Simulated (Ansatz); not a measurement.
## A computed series for TiP: pressure series

Take TiP (space group P6_3/mmc, No. 194; a = 3.4548 Å, c = 11.6048 Å) as the base.

Cell and atoms are relaxed at each pressure.

All numbers come from PBEsol in Ansatz (plane waves to 420 eV, PAW, spin-orbit coupling left out).

| P (GPa) | V (Å³/atom) |
|---|---|
| -2.00 | 15.201 |
| -1.00 | 15.096 |
| 0.29 | 14.966 |
| 0.70 | 14.925 |
| 1.50 | 14.848 |
| 3.00 | 14.709 |
| 5.00 | 14.533 |
| 7.50 | 14.327 |
| 10.00 | 14.134 |

A third-order Birch–Murnaghan fit to these points gives V₀ = 14.99 Å³/atom, B₀ = 150 GPa and B₀′ = 4.0. At pressure 10 GPa the volume is 94.3 % of V₀.

Load acts through the strain it causes; cell and atoms are relaxed under it. Whether these cells are dynamically stable was not tested. No other phases were tried under pressure. The final runs are not spin-polarised.

Ansatz is a first-principles code.
